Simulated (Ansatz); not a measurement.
Start from ZrSi in the rock salt structure (space group Fm-3m, No. 225; a hypothetical phase, not in the database extracts checked; relaxed with 0.1 eV smearing).

```xyz
2
Lattice="0.0000 2.6984 2.6984 2.6984 0.0000 2.6984 2.6984 2.6984 0.0000" Properties=species:S:1:pos:R:3 pbc="T T T"
Si     0.0000     0.0000     0.0000
Zr     2.6984     2.6984     2.6984
```

Cartesian axes are those of the cell as printed.

Calculations: DFT with PBE, PAW potentials and a 420 eV plane-wave cutoff in Ansatz (an electronic-structure program), spin-orbit coupling left out.

It is then changed as follows: every lattice vector is stretched by 2.40 %; the atoms relax in the strained cell.

Q: Predict the stress tensor and what it implies for the stiffness.

A: Stress of the strained cell less that of the base (GPa, compression positive):
```
   -7.0     0.0     0.0
    0.0    -7.0     0.0
    0.0     0.0    -7.0
```

Then B = −ΔP/(ΔV/V₀) with ΔV/V₀ = 0.0737 gives secant stiffness values (nonlinear terms included at this strain): B ≈ 95 GPa.

As a check, the harmonic strain energy −½ V₀ Δσ:ε is 31 meV/atom; the computed energy rise is 34 meV/atom.

Whether these cells are dynamically stable was not tested. All final runs are without spin polarisation.
